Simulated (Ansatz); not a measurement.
The reference is LiNbO₃ (space group R3c, No. 161; a = 5.135 Å, c = 13.824 Å (hexagonal axes)).

Calculations: plane-wave PAW DFT at the PBEsol level (Ansatz, a first-principles code, 420 eV), no SOC.

Before the change:

| Quantity | Value |
|---|---|
| Pressure | 0.00 GPa |

Now apply this change: the cell is scaled by 1.0075 in all directions; the atoms relax in the strained cell.

### Question
Predict the new energy relative to the base.

### Answer
The energy increases by 1.8 meV/atom.

### Question
What happens to the largest internal atomic displacement?

### Answer
The largest internal atomic displacement comes out as 0.023 Å.

### Question
What happens to the pressure?

### Answer
The pressure (mean of the normal stresses, compression positive) goes from zero to -2.41 GPa.

Stability against distortions was not tested.
